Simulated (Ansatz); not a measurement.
Consider the following.

```
MgTe
1.0
    0.00000     3.18405     3.12037
    3.18405     0.00000     3.12037
    3.18405     3.18405     0.00000
Mg Te
1 1
Direct
  0.00000   0.00000   0.00000
  0.25000   0.25000   0.25000
```

No spin polarisation.

Computed with LDA (Ansatz, a quantum-chemistry and plane-wave program; PAW; 420 eV plane waves; scalar-relativistic without spin-orbit coupling). k-mesh 9×9×9 (Γ-centred); smearing 0.05 eV (Fermi–Dirac).

### Question
What is the computed valence-band top at Γ (three highest levels, from the VBM)?

### Answer
0.00, -0.05, -0.05 eV.

### Question
What is the computed electron mass?

### Answer
0.16 mₑ (at Γ).

With Te present, leaving out spin-orbit coupling can change the band edges. The levels and masses belong to the bands next to the band gap. The cells carry an imposed strain or load. Masses are band curvatures over ±0.01 Å⁻¹ around the edge. Stability against distortions was not tested. The cell was made from MgTe in the zinc blende structure (space group F-43m, No. 216) by this change: uniaxial strain ε_zz = −2.00 %.
